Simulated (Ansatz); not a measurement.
Base system: Pb in the fcc (Cu type) structure (space group Fm-3m, No. 225; relaxed with 0.1 eV smearing).

```yaml
crystal:
  lattice:
    - [0.00000, 2.46707, 2.46707]
    - [2.46707, 0.00000, 2.46707]
    - [2.46707, 2.46707, 0.00000]
  atoms:
    - { symbol: Pb, position: [0.00000, 0.00000, 0.00000] }
```

Cartesian axes are those of the cell as printed.

Calculations: Kohn–Sham DFT with the PBEsol functional, run in Ansatz (an electronic-structure program) with PAW and 420 eV plane waves, scalar-relativistic without spin-orbit coupling.

Strains are applied to the cell and any free atomic positions relax; under biaxial strain the out-of-plane vector relaxes too.

One change was made to it. Results:

The pressure (mean of the normal stresses, compression positive) goes from zero to 0.2 GPa; the energy grows by 0.7 meV/atom.

Task: Name the change that was made.
A) biaxial strain −1.00 %, plane normal [001], relaxed out of plane
B) biaxial strain −2.00 %, plane normal [001], relaxed out of plane
C) biaxial strain +2.50 %, plane normal [001], relaxed out of plane
D) biaxial strain +2.00 %, plane normal [001], relaxed out of plane

Result: A, biaxial strain −1.00 %, plane normal [001], relaxed out of plane. For comparison, the energy relative to the base in the other runs: biaxial strain +2.00 %, plane normal [001], relaxed out of plane gives +2.4 meV/atom; biaxial strain +2.50 %, plane normal [001], relaxed out of plane gives +3.6 meV/atom; biaxial strain −2.00 %, plane normal [001], relaxed out of plane gives +2.7 meV/atom.

No phonon test of stability was made.
